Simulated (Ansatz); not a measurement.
**TlSbTe2 (R-3m, No. 166, 4 atoms in the cell; start mp-4573)**

These are PBEsol in Ansatz (PAW) values and carry that method's errors.

Numerical settings: plane-wave cutoff 500 eV, 10×10×10 k mesh, Fermi–Dirac smearing 0.05 eV, scalar-relativistic PAW data made under PBE.

Cell (relaxed at this level):

TlSbTe2 is modelled in the trigonal space group R-3m, hexagonal axes (No. 166), Pearson symbol hR4. Cell: a = 4.4168 Å, b = 4.4168 Å, c = 23.0069 Å, α = 90.00°, β = 90.00°, γ = 120.00°. Tl on 3a is coordinated by 6 Te at 3.319 Å (octahedral). Sb on 3b is coordinated by 6 Te at 3.071 Å (octahedral). Te on 6c sees 3 Sb at 3.071 Å and 3 Tl at 3.319 Å (octahedral). (Neighbours: up to the widest gap in distance over summed covalent radii, below 1.35, at either atom; cation-cation and far metal-metal contacts left out.)
(The calculation used a cell of 4 atoms; values per cell refer to that cell.)

For TlSbTe2 (R-3m, No. 166, 4 atoms in the cell; start mp-4573), the band gap comes out as 0.06 eV (under three smearing widths, so not firm).

Note: the relaxation could not lower the start's symmetry, so the cell can be a saddle point above a distorted one.

Spin–orbit coupling is not included; with these elements it can move the gap by several tenths of an eV or more.

Static lattice: no zero-point or thermal effects.

Computing time: very roughly 4 core-minutes.

A start named mp-… is a Materials Project structure, which need not be a measured phase.

Ansatz is a first-principles code.
